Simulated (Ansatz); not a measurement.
Reference: Rb₂TiCl₆ (Fm-3m), PBEsol, rigid bands (plane waves, PAW, scalar-relativistic; Ansatz, a first-principles code); geometry: cell and atoms relaxed with PBEsol.

```
CELL_PARAMETERS angstrom
      0.00000     4.95170     4.95170
      4.95170     0.00000     4.95170
      4.95170     4.95170     0.00000
ATOMIC_POSITIONS crystal
  Rb 0.25000 0.25000 0.25000
  Rb 0.75000 0.75000 0.75000
  Ti 0.00000 0.00000 0.00000
  Cl 0.76404 0.76404 0.23596
  Cl 0.23596 0.23596 0.76404
  Cl 0.23596 0.76404 0.76404
  Cl 0.76404 0.23596 0.23596
  Cl 0.76404 0.23596 0.76404
  Cl 0.23596 0.76404 0.23596
```

* **band gap**: 2.12 eV
* **electron conductivity mass**: 3.2 mₑ
* **Seebeck coefficient, n-type 1e19 cm⁻³**: -547 μV/K

Question: Replace Ti by Pt on the same sites and relax. What happens?

Answer: Rb$_{2}$PtCl$_{6}$ (Fm-3m): volume per atom 27.0 to 26.9 Å³; band gap falls (2.12 eV to 1.80 eV); electron conductivity mass falls (3.2 mₑ to 0.76 mₑ); Seebeck coefficient, n-type 1e19 cm⁻³ falls in size (-547 μV/K to -347 μV/K).

Moves up to 5 % count as about the same. Masses are for dilute carriers at 300 K, harmonic means over directions unless an axis is named. Seebeck coefficients are for the stated density at 300 K, with one relaxation time for all states and whether or not that doping can be reached. Spin-orbit coupling is left out.

Formula and space group known from diffraction (Crystallography Open Database), not checked to be the room-temperature form: Rb2PtCl6 (Fm-3m), Rb2TiCl6 (Fm-3m). The missing spin-orbit coupling matters most for Rb2PtCl6 (Fm-3m).
